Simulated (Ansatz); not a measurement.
For Ru in the hcp (Mg type) structure at 975 K, quasi-harmonic lattice dynamics with r2SCAN density-functional theory in Ansatz (plane waves, PAW) gives a volume expansion coefficient α_V = 23.78 × 10⁻⁶ K⁻¹, an isothermal bulk modulus B_T = 297.6 GPa, a molar volume V_m = 8.297 cm³/mol and C_V = 26.79 J/(mol K). 

Work out the Grüneisen parameter, C_P and the adiabatic bulk modulus.

γ = α_V B_T V_m / C_V = 2.19. C_P − C_V = α_V² B_T V_m T = 1.36 J/(mol K), so C_P = 28.16 J/(mol K). B_S = B_T C_P/C_V = B_T (1 + α_V γ T) = 312.7 GPa.

The PAW data sets were generated under PBE and serve the other functionals too.

Ansatz is a first-principles code.
